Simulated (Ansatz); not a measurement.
System: BGeCN (model structure, started from the AlSiCN type, P3m1, No. 156, 4 atoms in the cell). Method: PBEsol (plane waves, PAW; Ansatz, a first-principles code).

Settings: plane-wave cutoff 520 eV, 12×12×8 k mesh (along the axes of the cell as run), Fermi–Dirac smearing 0.01 eV, scalar-relativistic PAW data made under PBE.

Cell (relaxed with PBE-D3(BJ)):

```xyz
4
Lattice="2.9564 0.0000 0.0000 -1.4782 2.5604 0.0000 0.0000 0.0000 4.7945" Properties=species:S:1:pos:R:3 pbc="T T T"
B      0.0000     1.7069     2.3406
Ge     1.4782     0.8535     4.8086
C      0.0000     1.7069     0.7541
N      1.4782     0.8535     2.8841
```

**Question.** What does this level give for the band gap and smallest direct gap on the k points sampled?

**Answer.** 
- band gap: 2.00 eV (indirect)
- smallest direct gap on the k points sampled: 2.31 eV

Note: the relaxation could raise the start's symmetry but not lower it, so the cell can be a saddle point; cell and atoms aren't relaxed at this level (largest force component 0.14 eV/Å, pressure -1.3 GPa).

Spin–orbit coupling is not included.

Computed values are for the static lattice.

A model structure was made by putting elements into a prototype or built by hand; it is no filed structure, need not be a known phase, and can be a saddle point held by its symmetry.
